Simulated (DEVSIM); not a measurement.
Structure: abrupt CdTe n-p junction, at 400 K.

```csv
layer (left to right),material,thickness (μm),Nd (cm⁻³),Na (cm⁻³),τn (s),τp (s)
1,CdTe,53.0,6.4e16,-,2.6e-8,2.6e-8
2,CdTe,0.430,-,3.4e14,2.6e-8,2.6e-8
```

Left contact: ohmic. Right contact: ohmic. Voltage is applied to the left contact. Recombination: SRH at mid-gap, radiative, Auger. Mobility is constant in doping.

The device is made up for the run: typed textbook-type constants, with dimensions and the other settings drawn at random. Values at 300 K; Nc and Nv go as T^1.5, mobilities as T to minus their exponent, the gap by Varshni's rule with the affinity fixed.

```
parameter            CdTe
----------------  -------
gap (eV)              1.5
affinity (eV)        4.28
permittivity         10.2
Nc (cm⁻³)            8e17
Nv (cm⁻³)          1.8e19
μn (cm²/Vs)          1000
μp (cm²/Vs)            80
T exponent of μn      1.7
T exponent of μp      1.5
B (cm³/s)           1e-10
Cn (cm⁶/s)          1e-30
Cp (cm⁶/s)          1e-30
Varshni α (eV/K)  0.00031
Varshni β (K)         108
```

Simulated with DEVSIM: 1D drift-diffusion, Boltzmann statistics, complete ionisation; no tunnelling, impact ionisation, image-force lowering or self-heating.

The doping Na of layer 2 was swept, all else fixed.

| doping Na of layer 2 (cm^-3) | potential step across the device at zero bias (V) | dark forward voltage at 1 A/cm² (V) | largest field in the device at zero bias (V/cm) | dark forward voltage at 100 A/cm² (V) |
|---|---|---|---|---|
| 1e13 | 0.857 | 0.491 | 23000 | 0.794 |
| 3.4e13 | 0.900 | 0.534 | 24000 | 0.836 |
| 1e14 | 0.937 | 0.572 | 24000 | 0.874 |
| 3.4e14 | 0.979 | 0.618 | 26000 | 0.917 |
| 1e15 | 1.016 | 0.664 | 28000 | 0.956 |
| 3.4e15 | 1.058 | 0.732 | 36000 | 1.000 |
| 1e16 | 1.096 | 0.787 | 56000 | 1.041 |

From the first row to the last the potential step across the device at zero bias goes from 0.857 to 1.096. From the first row to the last the dark forward voltage at 1 A/cm² goes from 0.491 to 0.787.
